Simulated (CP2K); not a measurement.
**CP2K run on GaBi (F-43m, 2 atoms in the cell): self-consistent single point**

Computed with LDA (Pade form), GPW, DZVP-MOLOPT-SR-GTH basis, GTH-PADE potentials (GTH_POTENTIALS) in CP2K.

The input file:

```
&GLOBAL
  PROJECT scf
  RUN_TYPE ENERGY_FORCE
  PRINT_LEVEL LOW
&END GLOBAL
&FORCE_EVAL
  METHOD Quickstep
  STRESS_TENSOR ANALYTICAL
  &DFT
    BASIS_SET_FILE_NAME BASIS_MOLOPT
    POTENTIAL_FILE_NAME GTH_POTENTIALS
    &QS
      METHOD GPW
      EPS_DEFAULT 1E-10
    &END QS
    &MGRID
      CUTOFF 600
      REL_CUTOFF 60
      NGRIDS 5
    &END MGRID
    &SCF
      SCF_GUESS ATOMIC
      EPS_SCF 1E-6
      MAX_SCF 100
      ADDED_MOS 4
      &DIAGONALIZATION
        ALGORITHM STANDARD
      &END DIAGONALIZATION
      &MIXING
        METHOD BROYDEN_MIXING
        ALPHA 0.3
        NBUFFER 10
        BETA 1.5
      &END MIXING
      &SMEAR ON
        METHOD GAUSSIAN
        SIGMA [eV] 0.2
      &END SMEAR
    &END SCF
    &KPOINTS
      SCHEME MONKHORST-PACK 12 12 12
      GAMMA_CENTERED T
    &END KPOINTS
    &XC
      &XC_FUNCTIONAL PADE
      &END XC_FUNCTIONAL
    &END XC
    &PRINT
      &MO
        EIGENVALUES T
        OCCUPATION_NUMBERS T
        NDIGITS 8
        FILENAME mo
        &EACH
          QS_SCF 0
        &END EACH
        ADD_LAST NUMERIC
      &END MO
      &MULLIKEN OFF
      &END MULLIKEN
    &END PRINT
  &END DFT
  &SUBSYS
    &CELL
      ABC 4.50096800 4.50096832 4.50096815
      ALPHA_BETA_GAMMA 59.99999604 60.00000107 60.00000236
      PERIODIC XYZ
    &END CELL
    &COORD
      SCALED
      Ga       0.25000000     0.25000000     0.25000000
      Bi       0.00000000     0.00000000     0.00000000
    &END COORD
    &KIND Ga
      BASIS_SET DZVP-MOLOPT-SR-GTH-q13
      POTENTIAL GTH-PADE-q13
    &END KIND
    &KIND Bi
      BASIS_SET DZVP-MOLOPT-SR-GTH-q5
      POTENTIAL GTH-PADE-q5
    &END KIND
  &END SUBSYS
  &PRINT
    &FORCES ON
    &END FORCES
    &STRESS_TENSOR ON
    &END STRESS_TENSOR
  &END PRINT
&END FORCE_EVAL
```

The program printed (abridged):

```
 GLOBAL| Method name                                                        CP2K
 GLOBAL| Project name                                                        scf
 GLOBAL| Run type                                                   ENERGY_FORCE

 TOTAL NUMBERS AND MAXIMUM NUMBERS

  Total number of            - Atomic kinds:                                   2
                             - Atoms:                                          2
                             - Shell sets:                                     2
                             - Shells:                                        12
                             - Primitive Cartesian functions:                 11
                             - Cartesian basis functions:                     44
                             - Spherical basis functions:                     38

  Maximum angular momentum of- Orbital basis functions:                        3
                             - Local part of the GTH pseudopotential:          0
                             - Non-local part of the GTH pseudopotential:      4

 SCF PARAMETERS         Density guess:                                    ATOMIC
                        max_scf:                                             100
                        max_diis:                                              4
                        eps_scf:                                        1.00E-06
                        eps_diis:                                       1.00E-01
                        eps_eigval:                                     1.00E-05
                        level_shift [a.u.]:                             0.000000
                        added MOs                                         4    0
                        Mixing method:                            BROYDEN_MIXING
                                                charge density mixing in g-space
                        Smear method:                                   GAUSSIAN
                        Smearing width (sigma) [a.u.]:                  7.35E-03
                        Accuracy threshold:                             1.00E-10
                        No outer SCF

 Extrapolation method: initial_guess

 Number of electrons:                                                         18
 Number of occupied orbitals:                                                  9
 Number of molecular orbitals:                                                13

 Number of orbital functions:                                                 38
 Number of independent orbital functions:                                     38

 SCF WAVEFUNCTION OPTIMIZATION

  Step     Update method      Time    Convergence         Total energy    Change
     1 NoMix/Diag. 0.30E+00      -     0.94672412       -80.2075226158 -8.02E+01
     2 Broy./Diag. 0.30E+00      -     0.02201032       -80.3686121796 -1.61E-01
     3 Broy./Diag. 0.30E+00      -     0.05982226       -80.2016841025  1.67E-01
     4 Broy./Diag. 0.30E+00      -     0.00882165       -80.1075053831  9.42E-02
     5 Broy./Diag. 0.30E+00      -     0.00257731       -80.1260537108 -1.85E-02
     6 Broy./Diag. 0.30E+00      -     0.01165619       -80.1409173931 -1.49E-02
     7 Broy./Diag. 0.30E+00      -     0.00040640       -80.1464085894 -5.49E-03
     8 Broy./Diag. 0.30E+00      -     0.00075574       -80.1485295717 -2.12E-03
     9 Broy./Diag. 0.30E+00      -     0.00007633       -80.1491414362 -6.12E-04
    10 Broy./Diag. 0.30E+00      -     0.00007657       -80.1496194811 -4.78E-04
    11 Broy./Diag. 0.30E+00      -     0.00001128       -80.1497404885 -1.21E-04
    12 Broy./Diag. 0.30E+00      -     0.00001179       -80.1498035171 -6.30E-05
    13 Broy./Diag. 0.30E+00      -     0.00000079       -80.1498139411 -1.04E-05

  *** SCF run converged in    13 steps ***

  Electronic density on regular grids:        -17.9999999655        0.0000000345
  Core density on regular grids:               17.9999999970       -0.0000000030
  Total charge density on r-space grids:        0.0000000315
  Total charge density g-space grids:           0.0000000315

  Overlap energy of the core charge distribution:               0.00000000111246
  Self energy of the core charge distribution:               -108.95072755658688
  Core Hamiltonian energy:                                     31.18942022159958
  Hartree energy:                                               8.87799241175558
  Exchange-correlation energy:                                -11.26635529042933
  Smearing free energy correction:                             -0.00014372857228
  Fermi energy:                                                 0.10822280882807

  Total energy:                                               -80.14981394107373
  Total energy (extrapolated to sigma->0):                    -80.14974207678759

 ENERGY| Total FORCE_EVAL ( QS ) energy [hartree]            -80.149812570535659

 FORCES| Atomic forces [hartree/bohr]
 FORCES|   Atom     x               y               z               |f|
 FORCES|      1 -2.42082870E-11  2.46257455E-09 -4.18290210E-09   4.85402198E-09
 FORCES|      2  2.37928291E-11 -2.46287395E-09  4.18266949E-09   4.85397139E-09
 FORCES| Sum    -4.15457954E-13 -2.99395453E-13 -2.32605027E-13
 FORCES| Total atomic force                                       5.62448262E-13

 STRESS| Analytical stress tensor [bar]
 STRESS|                        x                   y                   z
 STRESS|      x       -2.15530906273E+04   4.50483180393E-03   3.06375617208E-03
 STRESS|      y        4.50483180393E-03  -2.15531329536E+04  -8.88030887269E-03
 STRESS|      z        3.06375617208E-03  -8.88030887269E-03  -2.15530791922E+04
 STRESS| 1/3 Trace                                            -2.15531009244E+04
```

The run converged in 13 iterations.

The starting cell comes from a database of computed structures (which also holds hypothetical and non-ambient phases and stackings), without a prior relaxation at this level. Values carry the incompleteness of an atom-centred basis.

Cost on one core of a shared machine: roughly 50 s.
